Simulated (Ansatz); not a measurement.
## Worked sum: formation energy of Si_Al in Al (fcc, Fm-3m)

We look at the formation energy of Si_Al in Al (fcc, Fm-3m). Reaction: Si (diamond) + 107 Al (fcc) → cell A.

A: a supercell of 108 sites of Al (fcc, Fm-3m) with Si on an Al site (12 Al at 2.84 Å); spin state with PBE: run without spin.

Method: Ansatz (an electronic-structure program), PAW, neutral cells at 0 K with nuclei at rest, on structures from PBE. Ansatz runs with its default PAW set. Larger cells are relaxed from a start prepared with the learned potential CHGNet, on a coarser mesh till forces fall under 0.03 eV/Å, which some starts already meet. A dispersion term (D3(BJ), or D4 for r2SCAN) was computed beside these levels and is taken off wherever the name lacks it. Space groups of crystals are read within 0.01 Å. Mesh and cell size may move defect energies by 0.1 eV or more. Cell A has symmetry Pm-3m within 0.02 Å and got no random move, so less symmetric positions, which may lie lower, weren't tried.

Total energies of the cells in eV, at zero smearing width. They compare only within one column; the weights balance every element.

```
cell          atoms    weight           PBE
------------  -----  --------  ------------
A: Al:Si_Al     108        +1  -58147.74140
Si (diamond)      2      −1/2   -1271.61962
Al (fcc)        108  −107/108  -58049.82148
```

PBE: (-58147.74140) − 1/2 × (-1271.61962) − 107/108 × (-58049.82148) = 0.392 eV.

What follows from the PBE value: With the reservoirs of the reaction as written, and without entropy terms or charged states, the share of sites that hold the defect in equilibrium is exp(−0.39 eV/k_BT) = 0.011 at 1000 K.
